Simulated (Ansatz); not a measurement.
Base system: GaN in the zinc blende structure (space group F-43m, No. 216; a = 4.498 Å).

The same geometry is solved again with r2SCAN.

Levels (all Ansatz, an electronic-structure program, PAW, earlier PAW set): r2SCAN (500 eV, no SOC); PBEsol (420 eV, without spin-orbit coupling).

Base, band edges from the VBM (valence, conduction): X -2.75, 3.22; W -3.72, 6.13; L -0.98, 4.59; Γ 0.00, 1.70; K -2.21, 4.88; U -2.21, 4.88 eV.

Q: Give the band edges at the high-symmetry points of the new zone, measured from its valence-band maximum.

A: 
```
point  valence edge (eV)  conduction edge (eV)
-----  -----------------  --------------------
Γ                   0.00                  2.17
X                  -2.80                  3.77
U                  -2.25                  5.48
K                  -2.25                  5.48
L                  -1.00                  5.22
W                  -3.72                  6.74
```

The gap is 2.17 eV, direct at Γ.

Single points use the geometry relaxed with PBEsol. No phonon test of stability was made. This is not the structure that GaN has at room temperature and ambient pressure.
